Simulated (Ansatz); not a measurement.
Phonon-limited transport in metals: Al (Fm-3m) under several functionals (Ansatz, a quantum-chemistry and plane-wave program, without spin-orbit coupling). The PBE cell:

```
Al
1.0
    0.00000     2.01843     2.01843
    2.01843     0.00000     2.01843
    2.01843     2.01843     0.00000
Al
1
Direct
  0.00000   0.00000   0.00000
```

```tsv
Functional	cell relaxed with	volume (Å³/atom)	resistivity at 300 K	mean free path at 300 K	electron-phonon coupling λ	logarithmic mean phonon energy
LDA	LDA	15.75	2.4 μΩ·cm	23 nm	0.42	25 meV
PBE	PBE	16.45	2.5 μΩ·cm	22 nm	0.42	24 meV
PBEsol	PBEsol	16.13	2.3 μΩ·cm	23 nm	0.40	25 meV
```

For the resistivity at 300 K, PBE gives 2.5 μΩ·cm and PBEsol 2.3 μΩ·cm: PBE lies 6 % above.

Metals; harmonic phonons alone scatter; means over directions. The mean free path is weighted by the current that each state carries. Halving the electron mesh moves these values by up to 2 %; q meshes are mostly untested. Some of the runs warned that the eigensolver left states short of its tolerance. Spin-orbit coupling is left out.
